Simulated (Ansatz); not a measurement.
## Hypothetical anti-perovskite Mn3SiN: pressure series

The parent structure is Mn$_{3}$SiN in the anti-perovskite structure (space group Pm-3m, No. 221; a = 3.719 Å; ferromagnetic; a hypothetical phase, not in the database extracts checked).

Cell and atoms are relaxed at each pressure.

Computed with PBE/PAW in Ansatz (a first-principles code), scalar-relativistic without spin-orbit coupling.

Two rows of this table had their results exchanged by mistake.

```tsv
pressure	volume per atom (Å³)	shortest distance (Å)	band gap
pressure −2 GPa	10.37	1.865	zero
pressure −1 GPa	10.33	1.862	zero
pressure 0.3 GPa	10.28	1.859	zero
pressure 0.7 GPa	10.26	1.858	zero
pressure 1.5 GPa	10.23	1.856	zero
pressure 3 GPa	10.01	1.842	zero
pressure 5 GPa	10.10	1.848	zero
pressure 7.5 GPa	10.17	1.852	zero
pressure 10 GPa	9.92	1.837	zero
```

### Question
Which two?

### Answer
The rows for pressure 3 GPa and pressure 7.5 GPa: the volume has to fall steadily with pressure, so 10.17 Å³ belongs to pressure 3 GPa and 10.01 Å³ to pressure 7.5 GPa.

Other magnetic orders, which the real material may have, were not ruled out. Load acts through the strain it causes; cell and atoms are relaxed under it. Whether these cells are dynamically stable was not tested. Competing high-pressure phases were not computed.
